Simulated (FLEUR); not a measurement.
A self-consistent single point of MgAu (Pm-3m, 2 atoms in the cell) with FLEUR.

Computed with LDA (Perdew-Zunger), all-electron FLAPW (FLEUR), scalar-relativistic valence.

```yaml
crystal:
  lattice:
    - [3.23851, 0.00000, 0.00000]
    - [0.00000, 3.23851, 0.00000]
    - [0.00000, 0.00000, 3.23851]
  atoms:
    - { symbol: Mg, position: [0.50000, 0.50000, 0.50000] }
    - { symbol: Au, position: [0.00000, 0.00000, 0.00000] }
```

Reference input (self-consistent single point, DFT, PBEsol, all-electron FLAPW (FLEUR), scalar-relativistic valence): Kmax = 4.1 1/bohr; GmaxXC = 16.4 1/bohr; xcFunctional = PBEs; jspins = 1; l_soc = F; mode = gauss; fermiSmearingEnergy = 0.00367493 Htr; mesh (inpgen div1-3) = 7 7 7; inpgen gamma flag = false; Gmax = 16.4 1/bohr; numbands = 0; maxIterBroyd = 15. This run's input differs from it in these lines:

```diff
@@ -14,3 +14,3 @@
 &comp jspins=1 /
-&exco xctyp='PBEs' /
+&exco xctyp='pz' /
 &kpt div1=7 div2=7 div3=7 /
@@ -27,3 +27,3 @@
       <coreElectrons ctail="T" frcor="F" kcrel="0" coretail_lmax="0"/>
-      <xcFunctional name="PBEs" relativisticCorrections="F"/>
+      <xcFunctional name="pz" relativisticCorrections="F"/>
       <magnetism jspins="1"/>
```

The program printed (abridged):

```
 Iteration:     1   Distance:      16.26611922 me/bohr^3
 Iteration:     2   Distance:      14.09195646 me/bohr^3
 Iteration:     3   Distance:       5.76658297 me/bohr^3
 Iteration:     4   Distance:       3.39382815 me/bohr^3
 Iteration:     5   Distance:       1.60496262 me/bohr^3
   [... 5 lines left out ...]
 Iteration:    11   Distance:       0.00288484 me/bohr^3
 Iteration:    12   Distance:       0.00261572 me/bohr^3
 Iteration:    13   Distance:       0.00006579 me/bohr^3
 Iteration:    14   Distance:       0.00000431 me/bohr^3
 Run finished successfully
 Stop message:
   Structural relaxation: Done

[file out, last iteration]
             iter=     15
[...]
          total density-effective poten   -3.3882950167E+04
          total charge density-energy d   -3.7056031217E+02
 Updated energy parameters for spin:           1
[...]
 fermi energy and band-weighting factors:

[...]
FERMIE:
          first approx. to ef    (T=0)  :   0.328703 htr   (energy of the highest occ. eigenvalue)
          number of occ. states  (T=0)  :        268
          first approx. to seigv (T=0)  : -20.992241 htr
          sum of weights of occ. states :  13.542274
          sum of semicore charge        :   0.000000 e
          fermi energy=   0.32802 har   work function=  -8.92578 ev
          number of valence electrons=  27.00000
     band-weighting factor for spin=    1
   [... lines left out ...]
          total moment                 =     0.00000
 Direct bandgap for spin            1 :    4.4952422978511652E-002  Htr
 ---->    free energy=                    -19236.9767744383 htr
   [... lines left out ...]
      extrapolation for T->0
 ---->    total electron energy=          -19236.9767744383 htr
 ***** TOTAL FORCES ON ATOMS *****
 TOTAL FORCE FOR ATOM TYPE=  1  X=  3.060   Y=  3.060   Z=  3.060
                       FX_TOT= 0.000000 FY_TOT= 0.000000 FZ_TOT= 0.000000
 TOTAL FORCE FOR ATOM TYPE=  2  X=  0.000   Y=  0.000   Z=  0.000
                       FX_TOT= 0.000000 FY_TOT= 0.000000 FZ_TOT= 0.000000
 Structural relaxation: Done
```

The run converged in 14 iterations. FLEUR gives forces in its relaxation mode, with a further iteration, so its stop message speaks of a relaxation. 

The starting cell comes from a database of computed structures (which also holds hypothetical and non-ambient phases and stackings), without a prior relaxation at this level. Its lattice was rescaled by a random factor within 2.5 % of one. Spin-orbit coupling is off. Values depend on the basis (sphere radii, cutoffs, local orbitals), which need not be converged. The log's line on a gap gives a spacing of levels on this mesh, which the program prints for metals too.
